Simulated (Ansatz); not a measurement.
PtAu (P-6m2), PBEsol, DFPT electron-phonon coupling, linearised Boltzmann equation run with Ansatz (a first-principles code). Phonon-limited resistivity 5.62 μΩ·cm at 300 K along y (a = (2.78, 0.00, 0.00) Å; b = (-1.39, 2.41, 0.00) Å; c = (0.00, 0.00, 4.76) Å), 7.56 μΩ·cm at 400 K, current-weighted mean free path 14.4 nm, Drude plasma energy 7.24 eV.

Task: Estimate the electronic thermal conductivity at 300 K by the Wiedemann-Franz law (L₀ = 2.44×10⁻⁸ W·Ω/K²).

Result: L₀T/ρ = 2.44×10⁻⁸ × 300/(5.62×10⁻⁸) = 130 W/(m·K). Inelastic scattering puts the true Lorenz number somewhat under L₀ near and below the Debye temperature.

Task: What temperature coefficient of resistance follows, and how does it compare with 1/T?

Result: (ρ₄₀₀ − ρ₃₀₀)/(100 K × ρ₃₀₀) = 3.45×10⁻³ K⁻¹, against 1/T = 3.33×10⁻³ K⁻¹ for a resistivity proportional to T. It lies higher because phonons are still being populated at 300 K; impurities would add a constant and lower it.

Task: What Drude relaxation time do resistivity and plasma energy imply?

Result: ω_p = 1.10e16 s⁻¹, so τ = 1/(ε₀ ω_p² ρ) = 16.6 fs, a damping ħ/τ of 39.6 meV.

A metal at this level (no band gap). Only scattering by harmonic phonons is included (no impurities, grain boundaries, electron-electron scattering or thermal expansion). Spin-orbit coupling is left out, which matters with elements this heavy. The run warned that the eigensolver left some states short of its tolerance. Halving the electron mesh (36x36x20) moves the resistivity by up to 9 % at 300 K, the mean free path by up to 4 %. Smearing 0.20 eV; phonons on a 6x6x3 q mesh, which this run doesn't test.

Computed structure with no diffraction record at hand here (it may be known, metastable or hypothetical): PtAu (P-6m2).
